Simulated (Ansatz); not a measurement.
The reference is HfTe2 in the rutile structure (space group P4_2/mnm, No. 136; a hypothetical phase, not in the database extracts checked).

```
HfTe2
1.0
    6.90846     0.00000     0.00000
    0.00000     6.90846     0.00000
    0.00000     0.00000     3.92092
Hf Te
2 4
Direct
  0.00000   0.00000   0.00000
  0.50000   0.50000   0.50000
  0.29593   0.29593   0.00000
  0.79593   0.20407   0.50000
  0.20407   0.79593   0.50000
  0.70407   0.70407   0.00000
```

Cartesian axes are those of the cell as printed.

Method: DFT with PBEsol, PAW potentials and a 420 eV plane-wave cutoff in Ansatz (an electronic-structure program), no SOC.

Strains are applied to the cell and any free atomic positions relax; under biaxial strain the out-of-plane vector relaxes too.

One change was made to it. Results:

The pressure (mean of the normal stresses, compression positive) goes from zero to -0.5 GPa; the band gap stays zero.

Problem. Name the change that was made.
A. biaxial strain +1.83 %, plane normal [001], relaxed out of plane
B. biaxial strain −3.34 %, plane normal [001], relaxed out of plane
C. uniaxial strain ε_zz = +0.89 %

Solution. C, uniaxial strain ε_zz = +0.89 %. For comparison, the pressure in the other runs: biaxial strain +1.83 %, plane normal [001], relaxed out of plane gives -1.1 GPa; biaxial strain −3.34 %, plane normal [001], relaxed out of plane gives 2.2 GPa.

Without a gap, meshes like the base's 7×7×12 leave anisotropic stresses uncertain by several tenths of a GPa, and small strain energies with them. Spin-orbit coupling, missing from the scalar runs, can matter with Hf and Te. Whether these cells are dynamically stable was not tested. The final runs are not spin-polarised. The zero or small gap of HfTe2 can change with the level of theory.
